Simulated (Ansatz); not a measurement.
Sr$_{2}$Si (space group Pnma, No. 62)

```cif
data_Si4Sr8
_chemical_formula_sum 'Sr8 Si4'
_space_group_name_H-M_alt 'P 1'
_space_group_IT_number 1
_cell_length_a 7.95750
_cell_length_b 5.08963
_cell_length_c 9.47969
_cell_angle_alpha 90.000
_cell_angle_beta 90.000
_cell_angle_gamma 90.000
loop_
_space_group_symop_operation_xyz
  'x, y, z'
loop_
_atom_site_label
_atom_site_type_symbol
_atom_site_fract_x
_atom_site_fract_y
_atom_site_fract_z
_atom_site_occupancy
Sr1 Sr 0.98133 0.75000 0.82384 1
Sr2 Sr 0.01867 0.25000 0.17616 1
Sr3 Sr 0.51867 0.25000 0.32384 1
Sr4 Sr 0.48133 0.75000 0.67616 1
Sr5 Sr 0.65297 0.25000 0.92213 1
Sr6 Sr 0.34703 0.75000 0.07787 1
Sr7 Sr 0.84703 0.75000 0.42213 1
Sr8 Sr 0.15297 0.25000 0.57787 1
Si1 Si 0.25199 0.25000 0.89766 1
Si2 Si 0.74801 0.75000 0.10234 1
Si3 Si 0.24801 0.75000 0.39766 1
Si4 Si 0.75199 0.25000 0.60234 1
```

The values are results of PBEsol in Ansatz (plane waves to 420 eV, PAW, no spin-orbit coupling), not measurements. Settings: 4×5×3 k-points, 0.05 eV Fermi–Dirac smearing.

```yaml
volume_per_atom: 31.99 Å³
density: 3.52 g/cm³
band_gap: 0.26 eV, direct at Γ
electron_mass: 0.40 mₑ along a, 0.061 mₑ along b, 0.62 mₑ along c
total_energy: -2535.703 eV/atom (σ→0; compares only within this code and set-up)
```

Effective masses come from finite differences of ±0.01 Å⁻¹. Whether these cells are dynamically stable was not tested. A zero or small gap of Sr2Si can be the functional's error rather than a property of the material.

Ansatz is an electronic-structure program.
